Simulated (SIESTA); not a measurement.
SIESTA run on CdCo2N2 (C2/m, 5 atoms in the cell): self-consistent single point

Level of theory: GGA PBEsol, numerical atomic orbitals DZP, PseudoDojo PBEsol standard norm-conserving potentials (rewritten from UPF to PSML) (SIESTA).

The input file:

```
# files in the folder: Cd.psml Co.psml N.psml (PseudoDojo PBEsol standard)
SystemName  Cd(CoN)2
SystemLabel cd(con)2

NumberOfAtoms                5
NumberOfSpecies              3
%block ChemicalSpeciesLabel
  1 48 Cd
  2 27 Co
  3 7 N
%endblock ChemicalSpeciesLabel
LatticeConstant              1.0 Ang
%block LatticeVectors
     2.655125000   -1.532110000    0.000000000
     2.655125000    1.532110000    0.000000000
    -1.913092000    0.000000000    8.299729000
%endblock LatticeVectors
AtomicCoordinatesFormat      Bohr
%block AtomicCoordinatesAndAtomicSpecies
     3.209849111    0.000000000    7.842107359  1
     3.347447450   -0.000000000    1.619081485  2
     3.072250772   -0.000000000   14.065133233  2
    -0.272237028   -0.000000000   13.293469869  3
     6.691935251    0.000000000    2.390744850  3
%endblock AtomicCoordinatesAndAtomicSpecies

XC.functional                GGA
XC.authors                   PBEsol
PAO.BasisSize                DZP
PAO.EnergyShift              0.005 Ry
MeshCutoff                   400 Ry
%block kgrid.MonkhorstPack
   10   0   0  0.0
    0  10   0  0.0
    0   0   3  0.0
%endblock kgrid.MonkhorstPack
OccupationFunction           FD
ElectronicTemperature        1160.45 K

MaxSCFIterations             150
SCF.Mixer.Method             Pulay
SCF.Mixer.Weight             0.25
SCF.Mixer.History            8
SCF.DM.Tolerance             1.0E-04
Diag.ParallelOverK           true
WriteForces                  true
```

Output (repeated stretches shortened):

```
reinit: Reading from file input.fdf

reinit: System Name: Cd(CoN)2
reinit: System Label: cd(con)2

coor:   Atomic-coordinates input format  =     Cartesian coordinates
coor:                                            (in Bohr units)

siesta: Atomic coordinates (Bohr) and species
siesta:      3.20985   0.00000   7.84211  1        1
siesta:      3.34745  -0.00000   1.61908  2        2
siesta:      3.07225  -0.00000  14.06513  2        3
siesta:     -0.27224  -0.00000  13.29347  3        4
siesta:      6.69194   0.00000   2.39074  3        5

siesta: System type = bulk

initatomlists: Number of atoms, orbitals, and projectors:      5    83    70

siesta: ******************** Simulation parameters ****************************
redata: Spin configuration                          = none
redata: Time-Reversal Symmetry                      = T
redata: Number of Atomic Species                    =        3
redata: Mesh Cutoff                                 =   400.0000 Ry
redata: Net charge of the system                    =     0.0000 |e|
redata: Min. number of SCF Iter                     =        0
redata: Max. number of SCF Iter                     =      150
redata: SCF convergence failure will abort job
redata: SCF mix quantity                            = Hamiltonian
redata: Mix DM or H after convergence               =   F
redata: Recompute H after scf cycle                 =   F
redata: Mix DM in first SCF step                    =   T
redata: No kicks to SCF
redata: DM Mixing Weight for Kicks                  =     0.5000
redata: Require Harris convergence for SCF          =   F
redata: Harris energy tolerance for SCF             =     0.000100 eV
redata: Require DM convergence for SCF              =   T
redata: DM tolerance for SCF                        =     0.000100
redata: Require EDM convergence for SCF             =   F
redata: EDM tolerance for SCF                       =     0.001000 eV
redata: Require H convergence for SCF               =   T
redata: Hamiltonian tolerance for SCF               =     0.001000 eV
redata: Require (free) Energy convergence for SCF   =   F
redata: (free) Energy tolerance for SCF             =     0.000100 eV
redata: Using DFT-D3 dispersion                     =   F
redata: Using Saved Data (generic)                  =   F
redata: Method of Calculation                       = Diagonalization
redata: Electronic Temperature                      =  1160.4500 K
redata: Number of TDED substeps                     =        3
redata: Dynamics option                             = Single-point calculation
redata: Save all siesta data in one NC              =   F
redata: ***********************************************************************

%block SCF.Mixers
  Pulay
%endblock SCF.Mixers

%block SCF.Mixer.Pulay
  # Mixing method
  method pulay
  variant stable

  # Mixing options
  weight 0.2500
  weight.linear 0.2500
  history 8
%endblock SCF.Mixer.Pulay

DM_history_depth set to one: no extrapolation allowed by default for geometry relaxation
Size of DM history Fstack: 1
Total number of electrons:    64.000000
Total ionic charge:    64.000000

* ProcessorY, Blocksize:    1  64

* Orbital distribution balance (max,min):    83    83

k-point displ. along   1 input, could be:     0.00    0.50
k-point displ. along   2 input, could be:     0.00    0.50
 Kpoints in:          180 . Kpoints trimmed:          167

siesta: k-grid: Number of k-points = 167
siesta: k-points from Monkhorst-Pack grid
siesta: k-cutoff (effective) =    12.776 Ang
siesta: k-point supercell and displacements
siesta: k-grid:    10     0     0      0.000
siesta: k-grid:     0    10     0      0.000
siesta: k-grid:     0     0     3      0.000

diag: Algorithm                                     = D&C
diag: Parallel over k                               =   F
diag: Use parallel 2D distribution                  =   F
diag: Parallel block-size                           = 64
diag: Parallel distribution                         =     1 x     1
diag: Used triangular part                          = Lower
diag: Absolute tolerance                            =  0.100E-15
diag: Orthogonalization factor                      =  0.100E-05
diag: Memory factor                                 =  1.0000

superc: Internal auxiliary supercell:     7 x     7 x     3  =     147
superc: Number of atoms, orbitals, and projectors:    735  12201  10290

                        Single-point calculation

superc: Internal auxiliary supercell:     7 x     7 x     3  =     147
superc: Number of atoms, orbitals, and projectors:    735  12201  10290

outcell: Unit cell vectors (Ang):
        2.655125   -1.532110    0.000000
        2.655125    1.532110    0.000000
       -1.913092    0.000000    8.299729

outcell: Cell vector modules (Ang)   :    3.065461    3.065461    8.517360
outcell: Cell angles (23,13,12) (deg):    101.2181    101.2181     59.9732
outcell: Cell volume (Ang**3)        :     67.5257
new_DM -- step:     1
Initializing Density Matrix...

Attempting to read DM from file... Failed...
DM filled with atomic data:

InitMesh: MESH = 32 x 32 x 100 = 102400
InitMesh: Mesh cutoff (required, used) =   400.000   401.212 Ry

stepf: Fermi-Dirac step function

        iscf     Eharris(eV)        E_KS(eV)     FreeEng(eV)     dDmax    Ef(eV) dHmax(eV)
   scf:    1   -13564.857869   -13621.795815   -13621.944145  1.354920 -3.046222 17.922631
   scf:    2   -13567.129017   -13624.465653   -13624.594036  0.769340 -5.043246 22.302734
   scf:    3   -13646.656288   -13643.555175   -13643.633486  0.774479 -3.959454  1.660799
   scf:    4   -13643.788396   -13643.781842   -13643.866299  0.050397 -4.013554  0.979014
   scf:    5   -13643.837318   -13643.828796   -13643.913639  0.057585 -4.127972  0.145793
   scf:    6   -13643.826655   -13643.830143   -13643.914672  0.009797 -4.123074  0.196966
   [... 2 lines left out ...]
   scf:    9   -13643.831188   -13643.831560   -13643.916104  0.000971 -4.133970  0.017552
   scf:   10   -13643.831928   -13643.831758   -13643.916129  0.000897 -4.133520  0.006849
   scf:   11   -13643.831622   -13643.831691   -13643.916130  0.000526 -4.134465  0.004040
   scf:   12   -13643.831750   -13643.831721   -13643.916130  0.000185 -4.134208  0.000243
   scf:   13   -13643.831722   -13643.831721   -13643.916130  0.000022 -4.134306  0.000025

SCF Convergence by DM+H criterion
max |DM_out - DM_in|         :     0.0000221957
max |H_out - H_in|      (eV) :     0.0000246654
SCF cycle converged after 13 iterations

Using DM_out to compute the final energy and forces

siesta: E_KS(eV) =           -13643.8317

siesta: E_KS - E_eggbox =    -13643.8317

siesta: Atomic forces (eV/Ang):
     1   -0.000000   -0.000000   -0.000000
     2   -0.008306    0.000000   -0.221871
     3    0.008306   -0.000000    0.221872
     4    0.004352   -0.000000   -0.034045
     5   -0.004352    0.000000    0.034044
   Tot   -0.000000    0.000000   -0.000000
   Max    0.221872
   Res    0.082036    sqrt( Sum f_i^2 / 3N )
   Max    0.221872    constrained

Stress tensor Voigt[x,y,z,yz,xz,xy] (kbar):       67.70       68.70       73.64        0.00        0.19        0.00
(Free)E + p*V (eV/cell)   -13646.8668
Target enthalpy (eV/cell)   -13643.9161

siesta: Program's energy decomposition (eV):
siesta: Ebs     =     -2177.238313
siesta: Eions   =     17931.326784
siesta: Ena     =      1795.967896
siesta: Ekin    =      5733.790855
siesta: Enl     =      -976.150723
siesta: Eso     =         0.000000
siesta: Edftu   =         0.000000
siesta: DEna    =        60.234421
siesta: DUscf   =         1.691916
siesta: DUext   =         0.000000
siesta: Ex      =     -2199.072448
siesta: Ec      =      -128.966855
siesta: Exc     =     -2328.039303
siesta: Eharris =    -13643.831722
siesta: Etot    =    -13643.831721
siesta: FreeEng =    -13643.916130

siesta: Atomic forces (eV/Ang):
siesta:      1   -0.000000   -0.000000   -0.000000
siesta:      2   -0.008306    0.000000   -0.221871
siesta:      3    0.008306   -0.000000    0.221872
siesta:      4    0.004352   -0.000000   -0.034045
siesta:      5   -0.004352    0.000000    0.034044
siesta: ----------------------------------------
siesta:    Tot   -0.000000    0.000000   -0.000000

siesta: Stress tensor (static) (eV/Ang**3):
siesta:     0.042254    0.000000    0.000119
siesta:     0.000000    0.042876    0.000000
siesta:     0.000119    0.000000    0.045960

siesta: Cell volume =         67.525658 Ang**3

siesta: Pressure (static):
siesta:                Solid            Molecule  Units
siesta:          -0.00047592         -0.00054299  Ry/Bohr**3
siesta:          -0.04369656         -0.04985527  eV/Ang**3
siesta:         -70.00960005        -79.87695605  kBar
```

The run converged in 13 iterations.

The starting cell comes from a database of computed structures (which also holds hypothetical and non-ambient phases and stackings), without a prior relaxation at this level. Spin polarisation is off, so a magnetic state, if there is one, cannot be reached. Values carry the incompleteness of an atom-centred basis. With a pressure of about -7 GPa the cell is away from its equilibrium volume at this level.

Cost on one core of a shared machine: roughly 50 s.
